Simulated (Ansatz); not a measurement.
```
CELL_PARAMETERS angstrom
      0.00000     2.72347     2.72347
      2.72347     0.00000     2.72347
      2.72347     2.72347     0.00000
ATOMIC_POSITIONS crystal
  Se 0.75000 0.75000 0.75000
  Zn 0.00000 0.00000 0.00000
```

No spin polarisation.

Method: r2SCAN in Ansatz (plane waves to 500 eV, PAW, without spin-orbit coupling). Settings: 10×10×10 k-points, 0.05 eV Fermi–Dirac smearing.

Problem. Predict the hole mass, electron mass and gap character.

Solution. 
* **Hole mass (degenerate bands, along [100])**: 0.15, 0.51, 0.51 mₑ (at Γ)
* **Electron mass**: 0.14 mₑ (at Γ)
* **Gap character**: direct at Γ

Load acts through the strain it causes; cell and atoms are relaxed under it. Effective masses come from finite differences of ±0.01 Å⁻¹. Stability against distortions was not tested. Tetrahedral semiconductors of this kind turn to denser phases somewhere between about 1 and 50 GPa; those were not computed, so compressed cells here can lie past the real transition. The cell was made from ZnSe in the zinc blende structure (space group F-43m, No. 216) by this change: pressure 10 GPa.

Ansatz is a first-principles code.
